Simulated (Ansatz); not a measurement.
**GePd (Pnma, No. 62)**

Level of theory: r²SCAN (Ansatz, a quantum-chemistry and plane-wave program, plane waves, PAW).

Numerical settings: plane-wave cutoff 500 eV, 8×12×6 k mesh (along the axes of the cell as run), Fermi–Dirac smearing 0.05 eV, scalar-relativistic PAW data made under PBE.

Cell: relaxed at this level.

```json
{
 "volume_per_atom": "16.14 Å³/atom",
 "band_gap": "zero (no gap)"
}
```

Note: the relaxation could not lower the start's symmetry, so the cell can be a saddle point above a distorted one.

Spin–orbit coupling is not included.

Static lattice: no zero-point or thermal effects.

Computing time: roughly 9 core-minutes.
